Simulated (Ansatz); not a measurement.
Levels about the gap of amorphous silicon oxynitride (Si₂₇O₂₄N₂₀) (71 atoms in a cell of 871 Å³, 2.71 g/cm³; zone centre alone, so wide bands show as single levels with stretches between that a denser mesh fills), at the geometry that PBE relaxed, where it gives 5.5 GPa on a denser mesh. Exact exchange is cut at the faces of this small cell, which leaves a finite-size error. The participation number counts the atoms over which a state spreads; weights are charges in smoothed Voronoi cells. The levels come from a single point, so bond lengths are those of that geometry. Method of the levels: HSE06, scalar-relativistic without spin-orbit coupling (Ansatz, a program for electronic structure). Sampling: the zone centre alone; Fermi-Dirac width 0.01 eV; collinear spin, started from moments on atoms (the moments died out). At PBE the levels at the filled edge of the gap are localised (band-tail or defect states), and the nearest spread-out levels lie 3.9 eV apart at the zone centre.

It comes from a melt-quench run on a machine-learned potential (CHGNet), relaxed afterwards by DFT. O and N atoms were pushed apart under 1.9 Å during the dynamics, to hinder bonds among them. The hot cell started wider than the set density and was brought back towards it in steps. It is the lowest in DFT energy of 2 quenches. It is a model cell: composition and starting density were chosen by hand, and all elements were melted together. No dispersion term was used. Its density started from a set value of 2.71 and ended at 2.71 g/cm³. Cooling (nominally 150 K/ps over its main leg) ran many orders faster than in experiment, which tends to leave more defects and strain. A cell of this size samples the disorder only roughly. The volume was held where the preparation left it and the shape relaxed, at a PBE pressure of 5.5 GPa. Stress components on the final sampling reach 5.6 GPa.

```
E - E(highest filled), eV  filling  spin  participation number        largest on  weight N  weight Si  weight O
-------------------------  -------  ----  --------------------  ----------------  --------  ---------  --------
-0.97                       filled    up                  16.1   N, 3 neighbours      0.77       0.09      0.14
-0.71                       filled    dn                   9.6   N, 3 neighbours      0.80       0.09      0.11
-0.71                       filled    up                   9.6   N, 3 neighbours      0.80       0.09      0.11
-0.44                       filled    up                   3.4   N, 2 neighbours      0.81       0.12      0.07
-0.44                       filled    dn                   3.4   N, 2 neighbours      0.81       0.12      0.07
0.00                        filled    up                   4.5   N, 2 neighbours      0.83       0.11      0.05
0.00                        filled    dn                   4.5   N, 2 neighbours      0.83       0.11      0.05
4.74                         empty    up                  50.8  Si, 4 neighbours      0.28       0.38      0.35
4.74                         empty    dn                  50.8  Si, 4 neighbours      0.28       0.38      0.35
5.81                         empty    up                  30.3  Si, 4 neighbours      0.26       0.51      0.23
5.81                         empty    dn                  30.3  Si, 4 neighbours      0.26       0.51      0.23
5.87                         empty    up                  19.5  Si, 4 neighbours      0.28       0.52      0.19
5.87                         empty    dn                  19.5  Si, 4 neighbours      0.28       0.52      0.19
6.21                         empty    up                  23.8  Si, 4 neighbours      0.31       0.50      0.19
```

Most localised among these is the filled level at -0.44 eV, on a N atom, which has 2 neighbours (Si 1.61 Å, Si 1.65 Å).
